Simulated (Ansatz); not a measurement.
HgS: energy against strain

HgS (zinc blende, F-43m, 24.540 Å³/atom at rest) under an equal strain ε in the (111) plane with the normal axis free, as in a coherent film. LDA in Ansatz, a plane-wave DFT program (PAW, default set), 420 eV, 10×10×10 Γ-centred mesh, Fermi-Dirac smearing 0.05 eV; ions are relaxed within the symmetry of each cell.

Here s stands for strain and y for E less E0.

```csv
strain (%),E less E0 (meV/atom)
-2.50,?
-1.25,2.35
-0.83,1.04
-0.42,0.27
0.00,0.00
0.42,0.27
0.83,1.07
1.25,2.44
```

**Question.** Fit y against s with a parabola, and predict the withheld value at s = -2.50.

**Answer.** Least squares gives y = 0.000 + 0.0283·s + 1.5330·s². Residuals (row less fit): -0.010, 0.007, 0.011, 0.000, -0.012, -0.010, 0.009; standard error 0.012 (degrees of freedom: 4). Twice the quadratic coefficient over the volume, 2 × 1.5330 meV × 10⁴ × 0.1602 / 24.540 Å³, is twice the biaxial elastic modulus of this plane = 200 ± 1.0 GPa. At the withheld row, y = 0.000 + 0.0283 × (-2.50) + 1.5330 × (-2.50)² = 9.510 meV/atom. The calculation gives 9.15 meV/atom, 0.360 meV/atom below the prediction (3.9 % of the range of y in the table). The row lies outside the fitted rows, so this is an extrapolation. From the scatter of the fitted rows alone, a prediction at this place has a standard error of 0.047 meV/atom, so the miss is 7.7 times that.

One order more, fitted to all 13 runs of the series, follows each within 0.01, so the miss is the next term of a smooth law. This level leaves no gap over 0.05 eV at strain -2.50, -1.25, -0.83, -0.42, 0.00, 0.42, 0.83, 1.25, where the mesh may be coarse. HgS is here metacinnabar; cinnabar is the stable form. Rows are the converged runs of the series near zero and its far end; series whose fitted rows scatter by over a few per cent of the range, as at a crossing or softening among them, aren't shown in this form. Most that stay on the fit to the last digits aren't either.
